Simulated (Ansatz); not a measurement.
Abridged Ansatz (a program for electronic structure) output:

```
Relaxation: its limit of steps is 50 (relax.max_steps)
Pseudopotential: Hf, paw, valence charge 26
Crystal: 2 atoms, lattice volume = 43.224 Å³
Basis set: ecut = 420 eV, 841 PW (Γ), exchange–correlation on 48×48×72 points (8 copies of the dense FFT grid, shifted against one another)
Bands: 32, of which v1, the nominal top of the filled ones, is band 26 counted from 1 (25 counted from 0)
Symmetry: 4 space group operations
k-points: 1397 of 5292
Functional: x = pbesol(κ = 0.804, μ = 0.12345679012345678), c = pbesol(β = 0.046)
SCF iter   1: F=—  HF=-31196.075577 eV  |F-HF|=—  |Δ(HF+E_count)|=         —  Δρ=2.96e-3  dr2=1.61e-3  ethr=1.77e-3  ⟨swp⟩=4.5  Hψ=147717  notcnv=0
SCF iter   2: F=—  HF=-31196.076082 eV  |F-HF|=—  |Δ(HF+E_count)|=   5.06e-4  Δρ=1.72e-3  dr2=4.85e-4  ethr=3.10e-6  ⟨swp⟩=2.0  Hψ=86109  notcnv=0
SCF 1 converged in 9 iterations: F = -31196.076279 eV  dr2 = 1.01e-11
relax step   1: F+E_penalty+E_count = -31196.07627912 eV  Δ(F+E_penalty+E_count) = +0.000e0 eV  max|allowed force component| = 6.674e-4 eV/Å  Δτ_max = 0.0000 Å  (9 SCF iters, accepted)
SCF converged after 9 iterations
Free energy (F): -31196.076279 eV
Internal energy: -31196.020649 eV  (E = F + TS)
E sigma→0 (E₀):  -31196.048464 eV
Entropy (-TS):   -0.055631 eV (-27.815 meV/atom)
Fermi energy:    20.489245 eV
--- Forces (eV/Å), atoms counted from 1 ---
  atom   1  Hf     0.00000000    -0.00066741     0.00000000
  atom   2  Hf     0.00000000     0.00066741     0.00000000
--- Stress (GPa, compression-positive) ---
        0.011319       0.000000      -0.555166
        0.000000      -0.003700       0.000000
       -0.555166       0.000000       0.011797
  P = ⅓ Tr σ = 0.0065 GPa (0.065 kbar)
--- Relaxed structure (1 steps of the walk, 1 accepted, 0 SCFs on fresh bases) ---
  atoms:
    - { symbol: Hf, position: [0.66666666665, 0.3333333333, 0.75] }
    - { symbol: Hf, position: [0.3333333333499999, 0.6666666667, 0.25] }
```

Problem. What was computed, and what are the main results?

Solution. Hf, 2 atoms in the cell, with PBEsol in Ansatz (plane waves to 420 eV, PAW, no spin-orbit coupling). The last SCF converged to F = -31196.076279 eV, or -15598.0381 eV per atom, at a pressure of 0.01 GPa. The total energy compares only with runs of the same code, potentials and settings.

The cells carry an imposed strain or load. Stability against distortions was not tested. The final runs are not spin-polarised. The cell was made from Hf in the hcp (Mg type) structure (space group P6_3/mmc, No. 194) by this change: tensor shear ε_xz = +0.57 %.

Keys are those of Ansatz 0.2.
